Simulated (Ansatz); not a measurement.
BP under load (space group I-4m2), r2SCAN with spin-orbit coupling, rigid bands (Ansatz, an electronic-structure program). Condition of this run: biaxial stress xx = yy = -1 GPa (compression positive) (the target of the relaxation). Band gap 1.35 eV, N_c = 1.74e19 cm⁻³ and N_v = 1.34e19 cm⁻³ at 300 K, conductivity masses along x (a = (0.00, 2.27, 2.27) Å; b = (2.27, 0.00, 2.27) Å; c = (2.27, 2.27, 0.00) Å) of 0.259 mₑ (electrons) and 0.401 mₑ (holes). Take k_BT = 0.02585 eV.

Task: Find the intrinsic carrier density and the intrinsic Fermi level.

Result: n_i = √(N_c N_v) exp(−E_g/2k_BT) = 1.53e19 × exp(−26.11) = 7.0e7 cm⁻³. The level lies (k_BT/2) ln(N_v/N_c) = -3 meV from mid-gap (positive towards the conduction band). Each 0.1 eV added to the gap lowers n_i by a factor of 6.9.

Task: What thermal injection velocity √(2k_BT/πm) limits a ballistic channel along the direction named?

Result: 1.06e7 cm/s for electrons and 8.50e6 cm/s for holes, a ratio of √(m_h/m_e) = 1.24, for dilute carriers.

Task: What built-in voltage has an abrupt junction with N_A = 1e17 and N_D = 1e18 cm⁻³, all dopants ionised?

Result: V_bi = E_g/e − (k_BT/e) ln(N_c N_v/(N_A N_D)) = 1.35 − 0.02585 × 7.75 = 1.15 V, for the computed gap.

Rigid bands with the computed gap; masses take one relaxation time for all states.
